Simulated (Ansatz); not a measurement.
**Pd: response to strain**

Take Pd in the fcc (Cu type) structure (space group Fm-3m, No. 225; relaxed with 0.1 eV smearing) as the base.

```
CELL_PARAMETERS angstrom
      0.00000     1.95520     1.95520
      1.95520     0.00000     1.95520
      1.95520     1.95520     0.00000
ATOMIC_POSITIONS crystal
  Pd 0.00000 0.00000 0.00000
```

Cartesian axes are those of the cell as printed.

Strains are applied to the cell and any free atomic positions relax; under biaxial strain the out-of-plane vector relaxes too; under stress the whole cell relaxes.

The values are results of Ansatz (a program for electronic structure), r2SCAN, PAW, cutoff 500 eV, spin-orbit coupling left out, not measurements.

Notes on the quantities. pressure: mean of the normal stresses, compression positive; energy relative to the base: free energy F.

| change | space group | pressure | energy relative to the base | volume per atom |
|---|---|---|---|---|
| base | Fm-3m (No. 225) | 0.0 GPa | 0 meV/atom | 14.95 Å³ |
| biaxial strain −3.05 %, plane normal [001], relaxed out of plane | I4/mmm (No. 139) | 3.5 GPa | +14 meV/atom | 14.71 Å³ |
| biaxial strain +0.80 %, plane normal [001], relaxed out of plane | I4/mmm (No. 139) | -0.6 GPa | +0.7 meV/atom | 15.00 Å³ |
| biaxial strain +0.90 %, plane normal [001], relaxed out of plane | I4/mmm (No. 139) | -0.7 GPa | +0.9 meV/atom | 15.01 Å³ |
| biaxial strain −0.95 %, plane normal [110], relaxed out of plane | Immm (No. 71) | 1.6 GPa | +2.1 meV/atom | 14.83 Å³ |
| biaxial strain +3.65 %, plane normal [110], relaxed out of plane | Immm (No. 71) | -6.0 GPa | +31 meV/atom | 15.58 Å³ |
| uniaxial strain ε_xx = −4.12 % | I4/mmm (No. 139) | 8.8 GPa | +19 meV/atom | 14.33 Å³ |
| uniaxial strain ε_xx = −2.78 % | I4/mmm (No. 139) | 5.6 GPa | +8.3 meV/atom | 14.53 Å³ |
| uniaxial strain ε_yy = −4.16 % | I4/mmm (No. 139) | 8.9 GPa | +19 meV/atom | 14.33 Å³ |
| uniaxial stress, 1 GPa tension along z | I4/mmm (No. 139) | – | +0.6 meV/atom | 14.98 Å³ |

A biaxial case was relaxed in a doubled cell and then solved in the primitive one. Beyond what the load breaks, stability against distortions was not tested. All final runs are without spin polarisation. Pd lies near a magnetic instability that expansion can trigger; it was not tested. Pd has a high density of states at the Fermi level and may be magnetic at this level.
